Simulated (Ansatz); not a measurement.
Reference: CuI (P6_3mc), PBEsol with spin-orbit coupling, rigid bands (plane waves, PAW; Ansatz, an electronic-structure program); axes and stresses refer to this cell.

```
CELL_PARAMETERS angstrom
      4.18683     0.00000     0.00000
     -2.09341     3.62590     0.00000
      0.00000     0.00000     6.89765
ATOMIC_POSITIONS crystal
  Cu 0.66667 0.33333 0.87374
  Cu 0.33333 0.66667 0.37374
  I  0.66667 0.33333 0.50126
  I  0.33333 0.66667 0.00126
```

* **hole conductivity mass**: 0.76 mₑ
* **hole mass along x**: 0.65 mₑ
* **Seebeck coefficient, p-type 1e19 cm⁻³**: 283 μV/K

**Question.** After one change the values are hole conductivity mass 0.54 mₑ; hole mass along x 0.43 mₑ; Seebeck coefficient, p-type 1e19 cm⁻³ 231 μV/K. Which change was made?
A. hydrostatic pressure 10 GPa
B. hydrostatic pressure -2 GPa
C. hydrostatic pressure 5 GPa
D. hydrostatic pressure 2 GPa

**Answer.** A, hydrostatic pressure 10 GPa

Masses are for dilute carriers at 300 K, harmonic means over directions unless an axis is named. Seebeck coefficients are for the stated density at 300 K, with one relaxation time for all states and whether or not that doping can be reached. Stresses and pressures are the targets of the relaxation.  The structure type is held under load, also where the real crystal would transform.

Formula and space group known from diffraction (Crystallography Open Database), not checked to be the room-temperature form: CuI (P6_3mc).
